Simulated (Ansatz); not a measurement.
# SiGe, response to strain

Base system: SiGe in the wurtzite structure (space group P6_3mc, No. 186; a = 3.904 Å, c = 6.455 Å; a model cell, its experimental status unchecked). Axes: x lies along a and z along c of the hexagonal cell.

Strains are applied to the cell and any free atomic positions relax; under biaxial strain the out-of-plane vector relaxes too.

Level of theory: plane-wave PAW DFT at the r2SCAN level (Ansatz, an electronic-structure program, 500 eV), spin-orbit coupling left out.

Notes on the quantities. pressure: mean of the normal stresses, compression positive.

```tsv
variant	volume per atom	pressure	smallest direct gap	gap character	width of the top valence band
base	21.30 Å³	0.00 GPa	0.79 eV	indirect, Γ → M	3.59 eV
biaxial strain +0.33 %, plane normal [001], relaxed out of plane	21.42 Å³	-0.47 GPa	?	indirect, Γ → M	3.55 eV
isotropic strain +5.25 %	24.83 Å³	-9.09 GPa	–	?	2.98 eV
uniaxial strain ε_zz = −2.01 %	20.87 Å³	?	?	indirect, Γ → M	3.55 eV
tensor shear ε_xz = +0.66 %	21.30 Å³	0.00 GPa	0.78 eV	indirect, Γ → V₂	–
```

Task: Some entries are withheld; estimate them.

Result: 
- biaxial strain +0.33 %, plane normal [001], relaxed out of plane, smallest direct gap: 0.73 eV
- isotropic strain +5.25 %, gap character: direct at Γ
- uniaxial strain ε_zz = −2.01 %, pressure: 1.84 GPa
- uniaxial strain ε_zz = −2.01 %, smallest direct gap: 0.63 eV

No phonon test of stability was made. k-point labels follow each cell's own Brillouin zone.
